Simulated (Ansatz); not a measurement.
Worked example: relaxation of the atoms of Na3BrO (P4mm, 5 atoms in the cell) in Ansatz (a program for electronic structure).

Level of theory: LDA (PW92), default PAW files made with PBE (plane waves; Ansatz).

The change in words: one atom moved by 0.15 angstrom; relax: default → atoms; relax.f_tol: default → 0.03 eV/Å. Reference geometry:
```
Na3BrO
1.0
    4.51046     0.00000     0.00000
    0.00000     4.51046     0.00000
    0.00000     0.00000     4.51046
Na Br O
3 1 1
Direct
  0.00000   0.50000   0.50000
  0.50000   0.00000   0.50000
  0.50000   0.50000   0.00000
  0.00000   0.00000   0.00000
  0.50000   0.50000   0.50000
```

Reference input (self-consistent single point, DFT, LDA (PW92), plane waves, default PAW files made with PBE): basis.ecutwfc = 420 eV; kpoints.mp_grid.grid = 6 6 6; hamiltonian.xc = lda; hamiltonian.pseudopotentials = {kind: paw} (the program's default PAW files); scf.occupations.method = fermi_dirac; scf.occupations.width = 0.02 eV. This run's input differs from it in these lines:

```diff
@@ -7,3 +7,3 @@
   atoms:
-    - { symbol: Na, position_ang: [0.00000000, 2.25523200, 2.25523200] }
+    - { symbol: Na, position_ang: [0.14999999, 2.25523200, 2.25523200] }
     - { symbol: Na, position_ang: [2.25523200, 0.00000000, 2.25523200] }
@@ -21,2 +21,4 @@
   occupations: { method: fermi_dirac, width: 0.02 }
+relax:
+  f_tol: 0.03
 output:
```

Log, with long lists cut:

```
   [... SCF lines of the steps left out ...]
relax step   1: F+E_penalty+E_count = -7653.45480179 eV  Δ(F+E_penalty+E_count) = +0.000e0 eV  max|allowed force component| = 9.517e-1 eV/Å  Δτ_max = 0.0000 Å  (6 SCF iters, dr2 threshold 2.25e-5 eV, accepted)
relax step   2: F+E_penalty+E_count = -7653.49852345 eV  Δ(F+E_penalty+E_count) = -4.372e-2 eV  max|allowed force component| = 5.366e-1 eV/Å  Δτ_max = 0.0859 Å  (6 SCF iters, dr2 threshold 5.66e-5 eV, accepted)
relax step   3: F+E_penalty+E_count = -7653.51778980 eV  Δ(F+E_penalty+E_count) = -1.927e-2 eV  max|allowed force component| = 2.489e-1 eV/Å  Δτ_max = 0.0299 Å  (6 SCF iters, dr2 threshold 1.80e-5 eV, accepted)
relax step   4: F+E_penalty+E_count = -7653.52340779 eV  Δ(F+E_penalty+E_count) = -5.618e-3 eV  max|allowed force component| = 2.158e-3 eV/Å  Δτ_max = 0.0350 Å  (6 SCF iters, dr2 threshold 1.33e-5 eV, accepted)
relax step   5: F+E_penalty+E_count = -7653.52340779 eV  Δ(F+E_penalty+E_count) = -1.819e-10 eV  max|allowed force component| = 2.168e-3 eV/Å  Δτ_max = 0.0000 Å  (6 SCF iters, accepted)
the relaxation is at rest under the 8 symmetry operations that the run kept from its start: a minimum is not shown …
Stability not checked: this state was not tested for a lower state beside it, because too few of the mixer's solves of this state at the end of the SCF gave a …
Free energy (F): -7653.523408 eV
Internal energy: -7653.523408 eV  (E = F + TS)
E sigma→0 (E₀):  -7653.523408 eV
Fermi energy:    4.367965 eV
--- Forces (eV/Å), atoms counted from 1 ---
  atom   1  Na     0.00217015     0.00000000     0.00000000
  atom   2  Na    -0.00190379    -0.00000000     0.00000000
   [... lines left out ...]
  atoms:
    - { symbol: Na, position: [0.006613486247822447, 0.5, 0.5] }
    - { symbol: Na, position: [0.5068765476880055, -3.0690016537729285e-36, 0.5] }
    - { symbol: Na, position: [0.5068765476880055, 0.5, 0.0] }
    - { symbol: Br, position: [0.006256412734982641, 9.340439815830656e-37, 0.0] }
    - { symbol: O, position: [0.5066330054673661, 0.5, 0.5] }
```

The run converged.  The full log also holds: “iter 5 did not close the SCF: its close was put off for the readings that it lacked (scf_convergence_deferred on its scf_iter line)”. The full log also holds: “iter 4 did not close the SCF: its close was put off for the readings that it lacked (scf_convergence_deferred on its scf_iter line)”.

Summary of the result:
* **Free energy E − TS (on the zero of these files)**: -7653.5234 eV
* **Top of the valence band (on the code's own zero)**: 3.39 eV
* **Gap on the k-point mesh**: 1.92 eV
* **Pressure**: -1.60 GPa
* **Largest force (vector length)**: 0.002 eV/Å
* **Relaxation steps**: 5

The starting cell comes from a database of computed structures (which also holds hypothetical and non-ambient phases and stackings), without a prior relaxation at this level. Its lattice was rescaled by up to half a per cent. For this run, on top of that: one atom moved by 0.15 angstrom. The relaxation keeps the symmetry of its start, so its end need not be a minimum. Ansatz's pressure includes its estimate of the finite-basis (Pulay) stress.

Cost on one core of a shared machine: roughly 30 s.

Keys are those of Ansatz 0.2.
